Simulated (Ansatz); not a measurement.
# Response to strain in Cu

Start from Cu in the fcc (Cu type) structure (space group Fm-3m, No. 225; a = 3.518 Å; relaxed with 0.1 eV smearing). Axes: x, y, z lie along the cube axes.

Strains are applied to the cell and any free atomic positions relax; under biaxial strain the out-of-plane vector relaxes too.

The values are results of plane-wave PAW DFT at the LDA level (Ansatz, a first-principles code, 420 eV), scalar-relativistic without spin-orbit coupling, not measurements.

Notes on the quantities. energy relative to the base: free energy F.

| biaxial strain, plane normal [001], relaxed out of plane (%) | energy relative to the base (meV/atom) |
|---|---|
| -3 | 12.4 |
| -2.5 | 8.3 |
| -2 | 5.1 |
| -1.5 | ? |
| -1 | 1.2 |
| -0.5 | 0.3 |
| 0 | 0.0 |

### Question
Fit ΔE = Aε² + Bε³ (ε in %) to the rows shown and predict the withheld row.

### Answer
Least squares on the printed values gives A = 1.08 and B = -0.099 meV/atom (largest residual 0.0 meV/atom); this predicts 2.8 meV/atom, and the run gives 2.8 meV/atom, in agreement.

No phonon test of stability was made. The final runs are not spin-polarised.
